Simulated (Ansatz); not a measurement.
**How far PBE and PBEsol part for Hf, Hf → Sc**

Consider Hf in the hcp (Mg type) structure (space group P6_3/mmc, No. 194; a = 3.2042 Å, c = 5.0691 Å).

(Cell as relaxed with PBE.)

Levels (all Ansatz, a first-principles code, PAW): PBE (420 eV, no SOC); PBEsol (420 eV, no spin-orbit coupling).

Each level relaxes its own structure.

| base | PBE | PBEsol |
|---|---|---|
| volume per atom | 22.54 Å³ | 21.61 Å³ |
| lattice parameter a | 6.055 bohr | 5.970 bohr |
| band gap | zero | zero |

It is then changed as follows: full substitution Hf → Sc, then cell and atoms are relaxed.

| quantity | PBE | PBEsol |
|---|---|---|
| shortest interatomic distance | 6.078 bohr | ___ |
| c/a ratio | 1.556 | ___ |

Task: Predict the PBEsol column.

Result: 
- shortest interatomic distance, PBEsol: 5.989 bohr
- c/a ratio, PBEsol: 1.552

PBE's shortest interatomic distance lies 0.089 bohr above PBEsol's (1.5 %); PBE's c/a ratio lies 0.0045 above PBEsol's. Neither level is exact; PBEsol is the comparison here, not a measurement.

Whether these cells are dynamically stable was not tested. All final runs are without spin polarisation.
